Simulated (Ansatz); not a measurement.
Ansatz (a quantum-chemistry and plane-wave program), DFT, r2SCAN, plane waves, its default PAW files: SiNi3 (from the phase in space group 221, mp-828), 4 atoms, spin-polarised from a ferromagnetic start (2 μB on Ni), ending non-magnetic. Basis and mesh were picked for this test and aren't claimed converged.

```yaml
cell: 3.46, 3.46, 3.46 Å; 90, 90, 90°
task: single point
k mesh: 6×6×6
hamiltonian.xc: r2scan
kind_of_files: paw
scf.occupations.method: fermi_dirac
scf.occupations.width: 0.05 eV
output.forces: true
magnetization.spin_polarized: true
binding of workers (--pin): off
k-point pools (--kpoint-pools): 1
memory maximum (--max-ram): 8GiB
accuracy: medium (default)
basis.precision: auto (default)
basis.xc_grid: 4 (default)
scf.eigensolver.kind: auto (default)
scf.convergence.dr2_threshold: 1e-07 (default)
scf.lower_state_search: light (default)
k-points after symmetry (for each spin): 20
bands_at_the_start: 39
electrons: 58
plane waves at Γ: 1021
cutoff (eV): 500
FFT grid: 27×27×27
symmetry_operations: 48
```

One run each.

All on 4 threads. Base settings, kept where nothing else is said: scf.mixing.algorithm = auto (default), scf.mixing.preconditioner = auto (default), scf.algorithm = auto (default) (scf.mixing.beta, scf.mixing.ndim, scf.mixing.q_tf, scf.mixing.beta_mag not set). The settings tried:
- scf.algorithm = direct_min
- scf.mixing.preconditioner = kerker
- scf.mixing.ndim = 4
- scf.mixing.ndim = 16
- scf.mixing.algorithm = broyden, scf.mixing.beta = 0.1
- scf.mixing.algorithm = broyden, scf.mixing.preconditioner = kerker, scf.mixing.q_tf = 1.5 1/Å
- scf.mixing.algorithm = broyden, scf.mixing.preconditioner = kerker
- scf.mixing.algorithm = anderson, scf.mixing.ndim = 16
- scf.mixing.algorithm = anderson
- scf.mixing.preconditioner = local_kerker
- scf.mixing.algorithm = anderson, scf.mixing.ndim = 1
- scf.mixing.preconditioner = kerker_dos
- scf.mixing.algorithm = broyden, scf.mixing.beta = 0.3
- scf.mixing.algorithm = broyden, scf.mixing.beta = 1
- scf.mixing.algorithm = broyden
- the base settings
- scf.mixing.algorithm = broyden, scf.mixing.beta_mag = 2
- scf.mixing.algorithm = broyden, scf.mixing.beta = 0.7
- scf.mixing.preconditioner = ldos
- scf.mixing.algorithm = broyden, scf.mixing.preconditioner = kerker, scf.mixing.q_tf = 0.5 1/Å
- scf.mixing.algorithm = broyden, scf.mixing.beta_mag = 0.3
- scf.mixing.algorithm = msr1
- scf.mixing.algorithm = broyden, scf.mixing.preconditioner = none
- scf.mixing.preconditioner = resta
- scf.mixing.preconditioner = none
- scf.mixing.algorithm = anderson, scf.mixing.ndim = 4

Q: Name the extremes by SCF iterations (all cycles of the run, searches included): fewest, most, and any that don't converge.

A: Fewest SCF iterations (all cycles of the run, searches included), with those close behind: scf.mixing.algorithm = msr1 (16); scf.mixing.algorithm = broyden, scf.mixing.beta = 0.7 (19). Most among those that reach the base run's result: scf.mixing.algorithm = anderson, scf.mixing.ndim = 1 (90). All converged.

| setting | SCF iterations (all cycles of the run, searches included) | applications of H to a band | end |
|---|---|---|---|
| scf.mixing.algorithm = msr1 | 16 | 61022 | converged |
| scf.mixing.algorithm = broyden, scf.mixing.beta = 0.7 | 19 | 64639 | converged |
| scf.mixing.algorithm = broyden, scf.mixing.beta = 1 | 20 | 74271 | converged |
| scf.algorithm = direct_min | 20 | 161047 | converged |
| scf.mixing.preconditioner = ldos | 23 | 90673 | converged |
| the base settings | 24 | 86902 | converged |
| scf.mixing.algorithm = broyden | 24 | 86902 | converged |
| scf.mixing.preconditioner = none | 24 | 92058 | converged |
| scf.mixing.preconditioner = kerker | 24 | 86902 | converged |
| scf.mixing.preconditioner = kerker_dos | 24 | 81624 | converged |
| scf.mixing.preconditioner = resta | 24 | 92058 | converged |
| scf.mixing.algorithm = broyden, scf.mixing.preconditioner = none | 24 | 92058 | converged |
| scf.mixing.algorithm = broyden, scf.mixing.preconditioner = kerker | 24 | 86902 | converged |
| scf.mixing.algorithm = broyden, scf.mixing.beta = 0.3 | 24 | 86902 | converged |
| scf.mixing.algorithm = broyden, scf.mixing.beta_mag = 0.3 | 24 | 74775 | converged |
| scf.mixing.algorithm = broyden, scf.mixing.preconditioner = kerker, scf.mixing.q_tf = 0.5 1/Å | 25 | 94666 | converged |
| scf.mixing.algorithm = anderson | 26 | 96588 | converged |
| scf.mixing.preconditioner = local_kerker | 26 | 88443 | converged |
| scf.mixing.algorithm = anderson, scf.mixing.ndim = 16 | 26 | 97082 | converged |
| scf.mixing.algorithm = broyden, scf.mixing.preconditioner = kerker, scf.mixing.q_tf = 1.5 1/Å | 26 | 89465 | converged |
| scf.mixing.ndim = 16 | 27 | 97226 | converged |
| scf.mixing.algorithm = anderson, scf.mixing.ndim = 4 | 29 | 98384 | converged |
| scf.mixing.ndim = 4 | 29 | 98836 | converged |
| scf.mixing.algorithm = broyden, scf.mixing.beta_mag = 2 | 35 | 125781 | converged |
| scf.mixing.algorithm = broyden, scf.mixing.beta = 0.1 | 49 | 171669 | converged |
| scf.mixing.algorithm = anderson, scf.mixing.ndim = 1 | 90 | 285915 | converged |

An iteration's cost differs between solvers, so these counts don't give the time.

Keys are those of Ansatz 0.2.
